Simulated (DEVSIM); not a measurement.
Structure: Mo/SiO2/p-GaSb capacitor, at 300 K.

```csv
layer (left to right),material,thickness (nm),Na (cm⁻³)
1,SiO2,1.20,-
2,GaSb,9100,4.3e15
```

Metal gate on the left, work function 4.6 eV. Fixed charge at the semiconductor interface -3.2e10 cm⁻² (in units of +e); no interface traps.

Constants are typed, rounded textbook-type inputs, not results; the design itself was drawn at random and stands for no fabricated device. Values at 300 K.

```csv
parameter,SiO2,GaSb
gap (eV),9,0.726
affinity (eV),0.9,4.06
permittivity,3.9,15.7
Nc (cm⁻³),-,2.1e17
Nv (cm⁻³),-,1.8e19
```

Simulated with DEVSIM: 1D Poisson equation in equilibrium, Boltzmann statistics, complete ionisation; no quantum confinement or tunnelling. Metal contacts follow the ideal Schottky-Mott rule: no Fermi-level pinning, no interface dipoles.

The interface trap density was swept, all else fixed.

| interface trap density (cm^-2 eV^-1) | threshold voltage (band bending 2φF) (V) | flat-band voltage (V) | minimum of the low-frequency capacitance (μF/cm²) |
|---|---|---|---|
| 0 | 0.45 | 0.03 | 0.0412 |
| 1e10 | 0.45 | 0.03 | 0.0428 |
| 1e11 | 0.45 | 0.03 | 0.0567 |
| 3e11 | 0.46 | 0.03 | 0.0873 |
| 1e12 | 0.47 | 0.02 | 0.189 |
| 2e12 | 0.48 | 0.02 | 0.322 |

From the first row to the last the threshold voltage (band bending 2φF) goes from 0.45 to 0.48. From the first row to the last the flat-band voltage goes from 0.03 to 0.02.
